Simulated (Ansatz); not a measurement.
The starting structures come from a database of crystals and need not be the phases stable at ambient conditions.

The decay constant κ of evanescent states in the gap governs leakage through a thin film.

Data:

```
CELL_PARAMETERS angstrom
      7.00596     0.00000     0.00000
      0.00000     7.41297     0.00000
      2.73599     0.00000     3.41798
ATOMIC_POSITIONS crystal
  Mg 0.54620 0.63907 0.20380
  Mg 0.45380 0.36093 0.79620
  Mg 0.95380 0.13907 0.29620
  Mg 0.04620 0.86093 0.70380
  B  0.22163 0.15271 0.52837
  B  0.77837 0.84729 0.47163
  B  0.27837 0.65271 0.97163
  B  0.72163 0.34729 0.02837
  B  0.05309 0.35260 0.69691
  B  0.94691 0.64740 0.30309
  B  0.44691 0.85260 0.80309
  B  0.55309 0.14740 0.19691
  B  0.63310 0.93716 0.30890
  B  0.36690 0.06284 0.69110
  B  0.86690 0.43716 0.19110
  B  0.13310 0.56284 0.80890
  B  0.13310 0.56284 0.42490
  B  0.86690 0.43716 0.57510
  B  0.36690 0.06284 0.07510
  B  0.63310 0.93716 0.92490
```

Space group of this cell: Pnma. The cell is taken as given.

Transport runs along the normal of the first two printed cell vectors.

The gap is the functional's own, uncorrected, and κ follows it; spin-orbit coupling is left out. Mid-gap values are interpolated between the computed energies.

### Question
State the band gap and the smallest decay constant κ at mid-gap according to r2SCAN in Ansatz (a first-principles code).

### Answer
Gap 0.47 eV on a 10×4×10 mesh; κ = 0.101 1/Å, at the zone centre.
